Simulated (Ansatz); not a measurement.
## OH on the 1x1 (111) surface of fcc Cu, one in a 2x2 cell, started at the site 'top Cu'

These are PBE (plane waves to 420 eV, PAW; Ansatz, a quantum-chemistry and plane-wave program) values and carry that method's errors.

Slab: 18 atoms, 6.2 Å thick at the start under the adsorbate (thin: gaps and levels are the slab's own); k 6x6x1, smearing 0.1 eV, dipole-corrected; 8 atoms held, the rest relaxed; start symmetry kept, larger cells not searched; spin-polarised, no spin-orbit, no U, no dispersion correction. The starting moment vanished. At the end it is bonded to 3 Cu. In PBE it is, or lies within 0.03 eV of, the lowest of the starts that converged.

| Item | Result |
|---|---|
| adsorption energy against H2O(g) − ½ H2(g) | 0.29 eV |
| work function of the top face | 3.27 eV |
| change of the work function | -1.50 eV |
| change of the step from the bottom to the top vacuum level, against the clean slab | -1.52 eV |
| energy released by relaxation | 0.78 eV |
| height of the binding atom over the mean of the host atoms within 0.3 Å of the top one | 1.400 Å |
| magnetic moment of the cell | 0.00 μB |
| nearest host atoms of the binding atom | Cu at 2.04 Å, Cu at 2.05 Å, Cu at 2.05 Å |
| largest move of a host atom | 0.11 Å |
| note | in the relaxation the adsorbate left its starting site by 1.5 Å |
| cost | around 2.9 core-hours (rough) |

A negative adsorption energy means that the adsorbate is more stable on the surface than in its reference.
